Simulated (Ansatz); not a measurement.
LuAlN2 (model structure, started from the ScAlN2 type, P3m1, No. 156, 4 atoms in the cell) was calculated with PBE in Ansatz (plane waves, PAW).

Numerical settings: plane-wave cutoff 520 eV, 12×12×6 k mesh (along the axes of the cell as run), Fermi–Dirac smearing 0.01 eV, scalar-relativistic PAW data made under PBE.

Cell (relaxed at this level):

```
CELL_PARAMETERS angstrom
      3.42526     0.00000     0.00000
     -1.71263     2.96636     0.00000
      0.00000     0.00000     5.41585
ATOMIC_POSITIONS crystal
  Lu 0.33333 0.66667 0.99469
  N  0.33333 0.66667 0.41339
  Al 0.66667 0.33333 0.50785
  N  0.66667 0.33333 0.85407
```

Estimate the band gap and smallest direct gap on the k points sampled that the calculation returns.


- band gap: 2.03 eV
- smallest direct gap on the k points sampled: 2.70 eV

Note: the relaxation could raise the start's symmetry but not lower it, so the cell can be a saddle point.

Spin–orbit coupling is not included.

Static lattice: no zero-point or thermal effects.

It cost about 28 core-seconds (a rough figure) of CPU time.

A model structure was made by putting elements into a prototype or built by hand; it is no filed structure, need not be a known phase, and can be a saddle point held by its symmetry.

Ansatz is an electronic-structure program.
